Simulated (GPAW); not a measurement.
## Pressure against volume in CuAu-type TiAl (space group 123) (GPAW, PBE)

```xyz
2
Lattice="2.7797 0.0000 0.0000 0.0000 2.7797 0.0000 0.0000 0.0000 3.9976" Properties=species:S:1:pos:R:3 pbc="T T T"
Ti     0.0000     0.0000     0.0000
Al     1.3898     1.3898     1.9988
```

Method: PBE, GPAW PAW datasets PBE (gpaw-data 1.0.1) (plane waves; GPAW). Settings: mode = pw; ecut = 780 eV; xc = PBE; kpts = 20 20 14; mesh shift (steps) = 0 0 0; occupations.name = fermi-dirac; occupations.width = 0.05 eV; nbands = -8; convergence.density = 1e-05 e/electron; convergence.energy = 1e-05 eV/electron; symmetry.symmorphic = false; symmetry.tolerance = 0.0005; maxiter = 150. The cell above is the first row's. The rows scale it uniformly. In all rows fractional positions and the k mesh are held.

| V (Å^3/atom) | P (GPa) |
|---|---|
| 15.444 | 6.44 |
| 15.780 | 3.57 |
| 16.116 | 0.98 |
| 16.451 | -1.36 |
| 16.787 | -3.47 |
| 17.123 | -5.38 |
| 17.459 | -7.10 |
| 17.794 | -8.65 |
| 18.130 | ? |

**Question.** Using a cubic, estimate the missing P at V = 18.130 from the other rows, showing the fit.

**Answer.** With u = V - 16.6, the rows have u = -1.1560, -0.8200, -0.4840, -0.1490, 0.1870, 0.5230, 0.8590, 1.1940. Least squares gives P = -2.323 - 6.3265·u + 0.9739·u² - 0.0953·u³. Residuals (row less fit): 0.001, -0.002, 0.002, -0.002, 0.003, -0.001, -0.001, 0.001; standard error 0.002 (degrees of freedom: 4). The fitted pressure is zero at V0 = 16.25, where dP/dV = -7.039, so B0 = -V0·dP/dV = 114 GPa. At the withheld row, u = 1.5300, so P = -2.323 - 6.3265 × 1.5300 + 0.9739 × 1.5300² - 0.0953 × 1.5300³ = -10.064 GPa. The calculation gives -10.05 GPa, 0.014 GPa above the prediction (0.1 % of the range of P in the table). The row lies outside the fitted rows, so this is an extrapolation. From the scatter of the fitted rows alone, a prediction at this place has a standard error of 0.006 GPa, so the miss is 2.3 times that.

Carrying the step between the two nearest rows on in a straight line would have given -10.20, off by 0.15; series whose last step already gives the withheld value aren't shown. The scan was laid around a cell of about the measured size, scaled by a guess for this functional; axis ratios and inner coordinates come from that cell. The runs keep the symmetry of the cell, so they don't test it for distortions. Spin polarisation is off. The shape of the cell and the inner coordinates aren't relaxed, so V0 and B0 belong to this uniform scaling; a relaxed crystal lies no higher in energy and is usually softer. Cutoffs and mesh are single choices, not tested for convergence of this quantity. Series with a scatter that would blur these digits, or in which a gap closes, are not shown.
